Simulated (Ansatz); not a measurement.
Consider GaAs in the zinc blende structure (space group F-43m, No. 216; a = 5.6590 Å).

Now apply this change: full substitution As → P, then cell and atoms are relaxed.

Levels (all Ansatz, an electronic-structure program, PAW): PBEsol (420 eV, no spin-orbit coupling); HSE06 (420 eV, no SOC).

The geometry is relaxed with PBEsol.

```
Quantity           Value
---------------  -------
PBEsol band gap  1.45 eV
```

### Question
How does going to HSE06 change the band gap?

### Answer
The band gap grows by 0.79 eV, from 1.45 eV to 2.24 eV.

Single points use the geometry relaxed with PBEsol. The hybrid gap comes from the SCF mesh plus the semilocal run's edge points and a few special points and is an upper bound. Stability against distortions was not tested.
